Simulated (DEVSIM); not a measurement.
Structure: Si n-p junction from an implanted or diffused profile, at 500 K.

| layer (left to right) | material | thickness (μm) | Na (cm⁻³) | τn (s) | τp (s) |
|---|---|---|---|---|---|
| 1 | Si | 120 | 1.3e16 | 1.8e-6 | 1.8e-6 |

Added donor profile: 5.7e18 cm⁻³ × exp(−(x − 0.023 μm)²/(2·(0.085 μm)²)). Left contact: ohmic. Right contact: ohmic. Voltage is applied to the left contact. Recombination: SRH at mid-gap. Mobility is μmin + (μ − μmin)/(1 + (N/Nref)^α).

The device is made up for the run: typed textbook-type constants, with dimensions and the other settings drawn at random. Values at 300 K; Nc and Nv go as T^1.5, mobilities as T to minus their exponent, the gap by Varshni's rule with the affinity fixed.

```tsv
parameter	Si
gap (eV)	1.124
affinity (eV)	4.05
permittivity	11.7
Nc (cm⁻³)	2.86e19
Nv (cm⁻³)	3.1e19
μn (cm²/Vs)	1417
μp (cm²/Vs)	470
μn,min	52
μp,min	45
Nref,n	9.7e16
Nref,p	2.2e17
αn	0.68
αp	0.72
T exponent of μn	2.3
T exponent of μp	2.2
Varshni α (eV/K)	0.000473
Varshni β (K)	636
```

Simulated with DEVSIM: 1D drift-diffusion, Boltzmann statistics, complete ionisation; no tunnelling, impact ionisation, image-force lowering or self-heating.

Question: Tabulate band edges, carrier densities and field at zero bias.

Answer: Energies count from the Fermi level of the right contact; mesh points crowd at the junctions.

| x (μm) | Ec (eV) | Ev (eV) | n (cm⁻³) | p (cm⁻³) | field (V/cm) |
|---|---|---|---|---|---|
| 0.000 | 0.104 | -0.961 | 5.5e18 | 1.4e10 | -1200 |
| 0.02621 | 0.103 | -0.963 | 5.7e18 | 1.3e10 | 190 |
| 0.06363 | 0.108 | -0.958 | 5.1e18 | 1.5e10 | 2400 |
| 0.1171 | 0.129 | -0.936 | 3.1e18 | 2.4e10 | 5600 |
| 0.2117 | 0.210 | -0.855 | 4.7e17 | 1.6e11 | 12000 |
| 0.2848 | 0.336 | -0.729 | 2.5e16 | 3.0e12 | 25000 |
| 0.3596 | 0.528 | -0.537 | 2.9e14 | 2.6e14 | 22000 |
| 0.4808 | 0.676 | -0.390 | 9.5e12 | 7.9e15 | 4300 |
| 0.7104 | 0.697 | -0.368 | 5.8e12 | 1.3e16 | 36 |
| 1.277 | 0.697 | -0.368 | 5.8e12 | 1.3e16 | ≈ 0 |
| 2.674 | 0.697 | -0.368 | 5.8e12 | 1.3e16 | ≈ 0 |
| 8.052 | 0.697 | -0.368 | 5.8e12 | 1.3e16 | ≈ 0 |
| 19.39 | 0.697 | -0.368 | 5.8e12 | 1.3e16 | ≈ 0 |
| 47.36 | 0.697 | -0.368 | 5.8e12 | 1.3e16 | ≈ 0 |
| 96.54 | 0.697 | -0.368 | 5.8e12 | 1.3e16 | ≈ 0 |
| 110.5 | 0.697 | -0.368 | 5.8e12 | 1.3e16 | ≈ 0 |
| 116.1 | 0.697 | -0.368 | 5.8e12 | 1.3e16 | ≈ 0 |
| 118.4 | 0.697 | -0.368 | 5.8e12 | 1.3e16 | ≈ 0 |
| 119.6 | 0.697 | -0.368 | 5.8e12 | 1.3e16 | ≈ 0 |
| 119.8 | 0.697 | -0.368 | 5.8e12 | 1.3e16 | ≈ 0 |
| 120.0 | 0.697 | -0.368 | 5.8e12 | 1.3e16 | ≈ 0 |
| 120.0 | 0.697 | -0.368 | 5.8e12 | 1.3e16 | ≈ 0 |
